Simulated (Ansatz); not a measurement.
## HfSi (model structure, started from the CsCl type, Pm-3m, No. 221, 2 atoms in the cell)

The numbers are results of PBE (Ansatz, a first-principles code, PAW), not measurements.

Numerical settings: plane-wave cutoff 500 eV, 12×12×12 k mesh, Fermi–Dirac smearing 0.05 eV, scalar-relativistic PAW data made under PBE.

Cell (relaxed at this level):

HfSi has the cubic space group Pm-3m (No. 221), the CsCl type structure, Pearson symbol cP2. Conventional cell: a = b = c = 3.2897 Å, α = β = γ = 90.00°. Hf on 1a is surrounded by 8 Si at 2.849 Å (cubic). Si on 1b is surrounded by 8 Hf at 2.849 Å (cubic). (Neighbours: up to the widest gap in distance over summed covalent radii, below 1.35, at either atom; cation-cation and far metal-metal contacts left out.)

```
Item      Value
--------  -----
band gap   none
```

Note: the relaxation could raise the start's symmetry but not lower it, so the cell can be a saddle point.

Spin–orbit coupling is not included.

The computed numbers hold no vibrational or temperature effects.

It cost very roughly 17 core-seconds of CPU time.

A model structure was made by putting elements into a prototype or built by hand; it is no filed structure, need not be a known phase, and can be a saddle point held by its symmetry.
